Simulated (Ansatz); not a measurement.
Tunnelling through a barrier is set by its complex band structure: the current falls as exp(−2κd) with the smallest κ.

Given:

```xyz
9
Lattice="5.4313 0.0000 0.0000 0.0000 8.5130 0.0000 0.0000 4.2565 2.4575" Properties=species:S:1:pos:R:3 pbc="T T T"
Si     0.0000     4.2565     0.1528
Si     3.6209     6.5171     1.1523
Si     1.8104     1.9959     1.1523
O      1.1683     9.1266     1.6775
O      4.7892     5.4024     1.0873
O      2.9788    11.0099     2.1502
O      4.2630     7.8993     1.6775
O      0.6421     3.1106     1.0873
O      2.4525     6.0161     2.1502
```

The cell is taken as given.

Transport runs along the normal of the first two printed cell vectors, the (110) plane of the conventional cell.

No gap correction and no spin-orbit coupling; mid-gap is the computed energy nearest the middle.

Predict the band gap and the smallest decay constant κ at mid-gap from r2SCAN run with Ansatz (a first-principles code).

Gap 6.60 eV on a 6×12×12 mesh; κ = 0.503 1/Å, at the zone centre.
